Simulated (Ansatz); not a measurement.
Take LiCl in the rock salt structure (space group Fm-3m, No. 225; a = 5.150 Å) as the base.

Calculations: DFT with PBE, PAW potentials and a 420 eV plane-wave cutoff in Ansatz (a program for electronic structure), spin-orbit coupling left out.

For the base:

The lattice parameter a is 515.0 pm and the band gap is 6.26 eV.

One thing is altered: cell and atoms relaxed at a pressure of 3 GPa.

Q: What happens to the lattice parameter a and band gap?

A: The lattice parameter a shrinks by 13.46 pm (515.0 pm → 501.6 pm); the band gap increases by 0.47 eV to 6.73 eV.

Load acts through the strain it causes; cell and atoms are relaxed under it. Whether these cells are dynamically stable was not tested.
